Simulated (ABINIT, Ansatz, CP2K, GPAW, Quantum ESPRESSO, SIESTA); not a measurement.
## Code comparison for CuAgO2 (C2/m, 4 atoms in the cell)

Self-consistent single point.

```
CELL_PARAMETERS angstrom
      3.21278    -1.38405     0.00000
      3.21278     1.38405     0.00000
     -2.32104     0.00000     5.41639
ATOMIC_POSITIONS crystal
  Cu 0.50000 0.50000 0.50000
  Ag 0.00000 0.00000 0.00000
  O  0.87545 0.87545 0.28377
  O  0.12455 0.12455 0.71623
```

All programs got the same cell, k-point mesh and kind of occupations (in Ansatz's words: kpoints.mp_grid.grid = 10 10 5; scf.occupations.method = fermi_dirac; scf.occupations.width = 0.1 eV); potentials, basis and cutoffs are each program's usual ones.

```csv
code,model,pressure (GPa),largest force (eV/Å),k-points,cutoff
ABINIT,"LDA (PW92), PAW (JTH v2.0 LDA PAW)",-4.00,0.366,141,30 Ha
CP2K,"LDA (Pade form), GPW, DZVP-MOLOPT-SR-GTH basis, GTH-PADE potentials (GTH_POTENTIALS)",-0.46,0.557,252,grid 600 Ry
GPAW,"LDA (Perdew-Wang 92), GPAW PAW datasets LDA (gpaw-data 1.0.1)",–,0.586,141,900 eV
SIESTA,"LDA PW92, numerical atomic orbitals TZP, PseudoDojo LDA standard norm-conserving potentials (rewritten from UPF to PSML)",-5.99,0.628,260,grid 400 Ry
Ansatz,"LDA (PW92), PAW files made with PBE",-4.60,0.303,141,420 eV
Quantum ESPRESSO,"LDA (PZ), GBRV 1.5 ultrasoft (LDA) pseudopotentials",-3.47,0.330,141,50 Ry
```

A dash marks a value that a program does not give, or that is left out as unsure.

No clean gap comes from ABINIT, CP2K, GPAW, SIESTA, Ansatz (a program for electronic structure) and Quantum ESPRESSO: levels at the Fermi energy touch, overlap or are partly filled at this smearing.

The spread over the programs that give each value: pressure within 5.53 GPa; largest force within 0.325 eV/Å.

The starting cell comes from a database of computed structures (which also holds hypothetical and non-ambient phases and stackings), without a prior relaxation at this level. Its lattice was rescaled by a random factor within 2.5 % of one. On Ansatz's run: Spin polarisation is off, so a magnetic state, if there is one, cannot be reached. In the base run, with a pressure of about -4 GPa the cell is away from its equilibrium volume at this level. The run gives no clean gap (levels at the Fermi energy touch, overlap or are partly filled at this smearing), which alone does not show that the compound is a metal.

Task: Why do the programs differ, and what cannot be compared?

Result: Differences of this kind can come from the potentials, where these differ, and from what each basis and cutoff leave unconverged. The valence holds different numbers of electrons (ABINIT 42, CP2K 34, GPAW 40, SIESTA 50, Ansatz 50, Quantum ESPRESSO 50). The zero of total energies and Fermi levels follows the potentials and each program's conventions, so they are not compared here. CP2K and SIESTA use small atom-centred bases, whose incompleteness enters pressures, forces and empty levels differently from a plane-wave cutoff. Ansatz's pressure is given at a fixed set of plane waves, as the other plane-wave codes print theirs; with its correction for the finite basis it is -4.10 GPa (the shift of 0.50 GPa shows how far the cutoff is from converged). The pressure of GPAW is left out: its cutoff lies under the one at which its stress was checked. The same LDA comes in different parametrisations, which differ slightly. The programs reduce the same mesh by symmetry to different extents, which changes the work and not the result. In the pressure, CP2K (by 3.54) and SIESTA (by 2.00) lie more than 1 GPa from the median of the plane-wave programs. In the force vectors, CP2K (by 0.267), GPAW (by 0.242) and SIESTA (by 0.333) lie more than 0.08 eV/Å from the median of the plane-wave programs.

Left out of this page: FLEUR (not drawn, or without a comparable value).

Keys are those of Ansatz 0.2.
